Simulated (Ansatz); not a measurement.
BP: uniaxial strain ε_yy = −1.46 %

Consider BP in the zinc blende structure (space group F-43m, No. 216; a = 4.537 Å). Axes: x, y, z lie along the cube axes.

It is then changed as follows: uniaxial strain ε_yy = −1.46 %, all other strain components held at zero, atoms relaxed at fixed cell.

The values are results of r2SCAN/PAW in Ansatz (a first-principles code), no spin-orbit coupling, not measurements. Γ-centred 12×12×12 mesh, Fermi–Dirac width 0.05 eV.

Volume per atom: 11.50 Å³ (base 11.67 Å³)
Space group: I-4m2 (No. 119) (base F-43m (No. 216))
Shortest interatomic distance: 1.955 Å (base 1.964 Å)
Energy relative to the base (free energy F): +2.8 meV/atom
Band gap: 1.16 eV (base 1.41 eV)
Gap character: indirect, Γ → k = (0.417, 0, 0.417) in the run's primitive reciprocal basis
Electron mass: 1.3 mₑ along k, 0.22 mₑ across (off the special points) (base 1.3 mₑ along k, 0.22 mₑ across (off the special points))
Hole mass: 0.33 mₑ along y, 0.23 mₑ across (at Γ)
Valence-band top at Γ (three highest levels, from the VBM): 0.00, -0.15, -0.15 eV (base 0.00, 0.00, 0.00 eV)
Stress (xx, yy, zz, yz, xz, xy; compression positive): (1.15, 5.35, 1.15, 0.00, 0.00, 0.00) GPa

Cost of the whole job for the changed cell (relaxation, final SCF and bands): about 24 core-seconds (a rough figure).

Effective masses come from finite differences of ±0.01 Å⁻¹. Along k means along the line from Γ to the band edge. Whether these cells are dynamically stable was not tested. Labels are those of the standard path for the cell's own space group.
